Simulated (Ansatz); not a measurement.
BeTe (P6₃mc, No. 186, 4 atoms in the cell; start mp-1183441; another space group than a measured phase of this formula), treated with PBEsol (Ansatz, a quantum-chemistry and plane-wave program, PAW).

The input as run:

Ansatz 0.2 input:
```yaml
crystal:
  lattice:
    - [3.9472628491, 0.0, 0.0]
    - [-1.9736314245, 3.4184299027, 0.0]
    - [0.0, 0.0, 6.5203797965]
  atoms:
    - { symbol: Be, position: [0.6666666667, 0.3333333333, 0.5007896223] }
    - { symbol: Be, position: [0.3333333333, 0.6666666667, 0.0007896223] }
    - { symbol: Te, position: [0.6666666667, 0.3333333333, 0.8742103777] }
    - { symbol: Te, position: [0.3333333333, 0.6666666667, 0.3742103777] }
basis:
  ecutwfc: 520
  ecutrho_ratio: 4
  xc_grid: 2
kpoints:
  mp_grid: { grid: [12, 12, 6] }
  band_path:
    path:
      - [0.0, 0.0, 0.0]
      - [0.055556, 0.0, 0.0]
      - [0.111111, 0.0, 0.0]
      - [0.166667, 0.0, 0.0]
      - [0.222222, 0.0, 0.0]
      - [0.277778, 0.0, 0.0]
      - [0.333333, 0.0, 0.0]
      - [0.388889, 0.0, 0.0]
      - [0.444444, 0.0, 0.0]
      - [0.5, 0.0, 0.0]
      - [0.458333, 0.083333, 0.0]
      - [0.416667, 0.166667, 0.0]
      - [0.375, 0.25, 0.0]
      - [0.333333, 0.333333, 0.0]
      - [0.3, 0.3, 0.0]
      - [0.266667, 0.266667, 0.0]
      - [0.233333, 0.233333, 0.0]
      - [0.2, 0.2, 0.0]
      - [0.166667, 0.166667, 0.0]
      - [0.133333, 0.133333, 0.0]
      - [0.1, 0.1, 0.0]
      - [0.066667, 0.066667, 0.0]
      - [0.033333, 0.033333, 0.0]
      - [0.0, 0.0, 0.125]
      - [0.0, 0.0, 0.25]
      - [0.0, 0.0, 0.375]
      - [0.0, 0.0, 0.5]
      - [0.055556, 0.0, 0.5]
      - [0.111111, 0.0, 0.5]
      - [0.166667, 0.0, 0.5]
      - [0.222222, 0.0, 0.5]
      - [0.277778, 0.0, 0.5]
      - [0.333333, 0.0, 0.5]
      - [0.388889, 0.0, 0.5]
      - [0.444444, 0.0, 0.5]
      - [0.5, 0.0, 0.5]
      - [0.458333, 0.083333, 0.5]
      - [0.416667, 0.166667, 0.5]
      - [0.375, 0.25, 0.5]
      - [0.333333, 0.333333, 0.5]
      - [0.3, 0.3, 0.5]
      - [0.266667, 0.266667, 0.5]
      - [0.233333, 0.233333, 0.5]
      - [0.2, 0.2, 0.5]
      - [0.166667, 0.166667, 0.5]
      - [0.133333, 0.133333, 0.5]
      - [0.1, 0.1, 0.5]
      - [0.066667, 0.066667, 0.5]
      - [0.033333, 0.033333, 0.5]
      - [0.5, 0.0, 0.375]
      - [0.5, 0.0, 0.25]
      - [0.5, 0.0, 0.125]
      - [0.333333, 0.333333, 0.375]
      - [0.333333, 0.333333, 0.25]
      - [0.333333, 0.333333, 0.125]
    npoints: 1
hamiltonian:
  xc: pbesol
  dispersion: none
  pseudopotentials: { kind: paw }
scf:
  occupations: { method: fermi_dirac, width: 0.01 }
  convergence: { dr2_threshold: 0.0000000004 }
output:
  forces: true
  stress: true
  eigenvalues: true
  write_bands: true
```

Output (set-up and result lines):

```
Crystal: 4 atoms, lattice volume = 87.982 Å³
Basis set: ecut = 520 eV, 2371 PW (Γ), exchange–correlation on 60×60×100 points (8 copies of the dense FFT grid, shifted against one another)
Bands: 22, of which v1, the nominal top of the filled ones, is band 18 counted from 1 (17 counted from 0)
Symmetry: 12 space group operations
Space group: P63mc (ITA 186), of the structure as read, at distance tolerance 4.4e-5 Å
k-points: 76 of 864 (time reversal used)
Functional: x = pbesol(κ = 0.804, μ = 0.12345679012345678), c = pbesol(β = 0.046)
SCF iter   1: F=—  HF=-13985.120558 eV  |F-HF|=—  |Δ(HF+E_count)|=         —  Δρ=2.58e-3  dr2=7.66e-3
SCF iter   2: F=—  HF=-13985.117810 eV  |F-HF|=—  |Δ(HF+E_count)|=   2.75e-3  Δρ=1.24e-3  dr2=1.56e-3
  ...
SCF iter   7: F=—  HF=-13985.117345 eV  |F-HF|=—  |Δ(HF+E_count)|=   4.22e-6  Δρ=2.72e-6  dr2=8.42e-9
SCF iter   8: F=-13985.117345 eV  HF=-13985.117345 eV  |F-HF|=4.91e-11  |Δ(HF+E_count)|=  7.91e-10  Δρ=5.44e-7  dr2=2.44e-10
SCF 1 converged in 8 iterations: F = -13985.117345 eV  dr2 = 2.44e-10
SCF converged after 8 iterations
Free energy (F): -13985.117345 eV
Internal energy: -13985.117345 eV  (E = F + TS)
E sigma→0 (E₀):  -13985.117345 eV
Fermi energy:    8.674537 eV
--- Stress (GPa, compression-positive) ---
        0.003275       0.000000      -0.000000
       -0.000000       0.003275      -0.000000
       -0.000000      -0.000000      -0.009732
  P = ⅓ Tr σ = -0.0011 GPa (-0.011 kbar)
```

The PAW data were made under PBE.

A start named mp-… is a Materials Project structure, which need not be a measured phase.
